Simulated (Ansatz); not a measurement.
Results of CAM-B3LYP in Ansatz (plane waves, PAW) for antifluorite Be₂C.

Numerical settings: plane-wave cutoff 460 eV, 10×10×10 k mesh, Fermi–Dirac smearing 0.01 eV, scalar-relativistic PAW data made under PBE.

The cell has the measured lattice: a = b = c = 4.3400 Å, α = β = γ = 90.00°.

Task: Estimate the band gap and smallest direct gap on the k points sampled that the calculation returns.

Result: 
* **band gap**: 4.97 eV (on the SCF k mesh) (indirect)
* **smallest direct gap on the k points sampled**: 7.91 eV

Note: cell and atoms aren't relaxed at this level (pressure -6.9 GPa).

It cost around 120 core-seconds (rough) of CPU time.

Ansatz is a first-principles code.
